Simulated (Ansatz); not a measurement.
For L1₂ (Cu3Au-type) Al3Sc, PBE-D3(BJ) in Ansatz (plane waves, PAW) gives:

- equilibrium lattice constant a: 4.050 Å
- enthalpy of formation: -0.478 eV/atom

Task: What does r²SCAN0 in Ansatz (plane waves, PAW) give for the same quantities?

Result: 
- lattice constant a: 4.079 Å (grows by 0.7 %)
- formation enthalpy: -0.536 eV/atom (moves by -0.058 eV/atom)

For comparison: lattice constant a 4.103 Å (measured, room temperature, not corrected to a static lattice; as tabulated in A Combined Experimental and First-Principles Based Assessment of …); formation enthalpy -0.451 ± 0.02 eV/atom (measured, 298 K, copied from a table, unchecked, no zero-point or thermal correction; as tabulated in Wang et al. (2021), doi:10.1038/s41598-021-94550-5).

Changes are worked out from the printed values.

Unless a cell is named, each level is at its own relaxed cell (PBE-D3(BJ) 16.61, r²SCAN0 16.97 Å³/atom).

The crystal itself was run without spin with PBE-D3(BJ), r²SCAN0; a magnetic state was not tried in these runs.

Ansatz's density-functional and Hartree–Fock values are scalar-relativistic unless marked +SOC, with PAW data made under PBE.

Ansatz is an electronic-structure program.
